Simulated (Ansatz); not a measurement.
Where the default PAW files enter, the runs use the earlier of Ansatz's two default sets.

Crystal: LiCl (Fm-3m, rock salt, 2 atoms a cell, 16.4 Å³ an atom); planes in its conventional cell.

Computed with r2SCAN (plane waves, PAW; Ansatz, a first-principles code).

The gap is the functional's own. No spin-orbit coupling. Mid-gap values are interpolated on the energy grid.

```
plane  area of the cell (Å²)  mid-gap κ (1/Å)  largest κ in the gap (1/Å)
-----  ---------------------  ---------------  --------------------------
(001)                   12.9             0.47                        0.48
(111)                   11.2              [?]                         [?]
(110)                   18.3              [?]                         [?]
```

### Question
The slowest decay depends on the direction. Supply the withheld values.

### Answer

- (111), mid-gap κ (1/Å): 0.43
- (111), largest κ in the gap (1/Å): 0.43
- (110), mid-gap κ (1/Å): 0.41
- (110), largest κ in the gap (1/Å): 0.41
